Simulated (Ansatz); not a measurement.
La2O3: response to strain and stress

Start from La2O3 (space group P-3m1, No. 164; a = 3.906 Å, c = 6.039 Å). Axes: x lies along a and z along c of the hexagonal cell.

Strains are applied to the cell and any free atomic positions relax; under stress the whole cell relaxes.

The values are results of plane-wave PAW DFT at the PBEsol level (Ansatz, a program for electronic structure, 420 eV), scalar-relativistic without spin-orbit coupling, earlier PAW set, not measurements.

Candidates:
(a) uniaxial stress, 2 GPa tension along x
(b) strain tensor (xx, yy, zz, yz, xz, xy) = (+0.60, +0.04, +0.91, +0.32, −0.15, −1.66) %
(c) isotropic strain −4.99 %

Notes on the quantities. energy relative to the base: free energy F.

Question: Order them by energy relative to the base, lowest first.

Answer: (a) uniaxial stress, 2 GPa tension along x (+2.2 meV/atom), (b) strain tensor (xx, yy, zz, yz, xz, xy) = (+0.60, +0.04, +0.91, +0.32, −0.15, −1.66) % (+4.3 meV/atom), (c) isotropic strain −4.99 % (+173 meV/atom)

Beyond what the load breaks, stability against distortions was not tested.
